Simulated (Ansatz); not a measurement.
The reference is La2O3 (space group P-3m1, No. 164; a = 3.9061 Å, c = 6.0400 Å).

Computed with DFT with PBEsol, PAW potentials and a 420 eV plane-wave cutoff in Ansatz (a first-principles code), spin-orbit coupling left out.

Before the change:

| Item | Result |
|---|---|
| Lattice parameter a | 390.6 pm |
| Gap character | indirect, L → K |

Now apply this change: S takes the place of O on all its sites, then cell and atoms are relaxed.

### Question
Estimate the effect on the lattice parameter a.

### Answer
The lattice parameter a goes up by 71.5 pm (390.6 pm → 462.1 pm).

### Question
What happens to the valence-band top at Γ?

### Answer
The valence-band top at Γ (three highest levels, from the VBM) comes out as 0.00, -0.58, -0.58 eV.

### Question
How does this affect the gap character?

### Answer
The gap character changes from indirect, L → K to direct at Γ.

No phonon test of stability was made. As relaxed here, La2S3 is a hypothetical phase, not in the database extracts checked.
